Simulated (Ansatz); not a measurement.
B20 (FeSi-type) FeGe, treated with PBE in Ansatz (plane waves, PAW).

Settings: plane-wave cutoff 520 eV, 12×12×12 k mesh, Fermi–Dirac smearing 0.05 eV, spin-polarised with parallel moments, scalar-relativistic PAW data made under PBE.

Response to compression and expansion:

Shape and atoms are relaxed at each volume.

```tsv
V (Å³/atom)	P (GPa)	moment (μB per cell of 8 atoms)
12.176	7.24	4.09
12.429	3.38	4.14
12.683	-0.01	4.20
12.937	-2.97	4.27
13.190	-5.51	4.37
```

Note: the collinear magnetic order is the start's and need not be the measured one; the bulk modulus comes from volumes at which shape and atoms were relaxed.

Ansatz is an electronic-structure program.
